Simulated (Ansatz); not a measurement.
Results of LDA (PAW; Ansatz, an electronic-structure program) for MoP (model structure, started from the NbAs type, I4₁md, No. 109, 4 atoms in the cell).

Run with plane-wave cutoff 520 eV, 24×24×24 k mesh, Fermi–Dirac smearing 0.05 eV, no spin polarisation, scalar-relativistic PAW data made under PBE.

Cell (relaxed at this level):

```
CELL_PARAMETERS angstrom
     -1.58848     1.58848     5.53152
      1.58848    -1.58848     5.53152
      1.58848     1.58848    -5.53152
ATOMIC_POSITIONS crystal
  Mo 0.49924 0.49924 0.00000
  Mo 0.24924 0.74924 0.50000
  P  0.91676 0.91676 0.00000
  P  0.66676 0.16676 0.50000
```

Q: Predict the bulk modulus.

A: 
- bulk modulus = 247 GPa

Note: the run has no spin polarisation, so it can have missed a magnetic state; the bulk modulus is −V dP/dV from two relaxed cells at ±2 % in volume; the relaxation could raise the start's symmetry but not lower it, so the cell can be a saddle point.

The computed numbers hold no vibrational or temperature effects.

It cost about 18 core-minutes (a rough figure) of CPU time.

A model structure was made by putting elements into a prototype or built by hand; it is no filed structure, need not be a known phase, and can be a saddle point held by its symmetry.
